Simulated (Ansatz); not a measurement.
Base system: WSi2 (space group I4/mmm, No. 139; a = 3.185 Å, c = 7.773 Å; relaxed with 0.1 eV smearing). Axes: x, y, z lie along a, b, c of the conventional cell.

Computed with plane-wave PAW DFT at the LDA level (Ansatz, a program for electronic structure, 420 eV), no spin-orbit coupling.

Base values:

| Property | Result |
|---|---|
| Pressure | 0.0 GPa |
| Band gap | zero |

Now apply this change: a pure shear with ε_xz = ε_zx = 0.0143; the atoms relax in the strained cell.

### Question
How does this affect the energy relative to the base?

### Answer
The energy increases by 7.2 meV/atom.

### Question
Predict the new pressure.

### Answer
The pressure (mean of the normal stresses, compression positive) goes from zero to 0.2 GPa.

### Question
How does this affect the band gap?

### Answer
The band gap is still zero.

Whether these cells are dynamically stable was not tested. The final runs are not spin-polarised.
